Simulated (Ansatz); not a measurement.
# GaN: stress against strain

GaN (wurtzite, P6_3mc, 11.758 Å³/atom at rest, c along z) under a strain ε along c (axis z), the other axes held. PBE in Ansatz, a plane-wave DFT program (PAW, default set), 420 eV, 12×12×6 Γ-centred mesh, Fermi-Dirac smearing 0.05 eV; ions are relaxed within the symmetry of each cell. Stress is positive for a compressed cell.

Here s stands for strain and y for stress zz.

```csv
strain (%),stress zz (GPa)
-1.20,4.37
-0.60,2.16
0.00,0.00
0.60,-2.11
1.20,-4.18
3.00,?
```

The 5 complete rows are fitted with a straight line, y against s. Means: s 0, y 0.048. About the means, the sum of products is -12.822 and the sum of squares of s is 3.6000; the slope is their ratio. Least squares gives y = 0.048 - 3.5617·s. Residuals (row less fit): 0.048, -0.025, -0.048, -0.021, 0.046; standard error 0.051 (degrees of freedom: 3). The slope gives the elastic constant C33 = 356 ± 3 GPa.

Question: Estimate the missing y (s = 3.00); what did the run itself give?

Answer: y = 0.048 - 3.5617 × 3.0 = -10.637 GPa. The calculation gives -10.09 GPa, 0.547 GPa above the prediction (3.8 % of the range of y in the table). The row lies outside the fitted rows, so this is an extrapolation. From the scatter of the fitted rows alone, a prediction at this place has a standard error of 0.098 GPa, so the miss is 5.6 times that.

One order more, fitted to all 11 runs of the series, follows each within 0.04, so the miss is the next term of a smooth law. Rows are the converged runs of the series near zero and its far end; series whose fitted rows scatter by over a few per cent of the range, as at a crossing or softening among them, aren't shown in this form. Most that stay on the fit to the last digits aren't either.
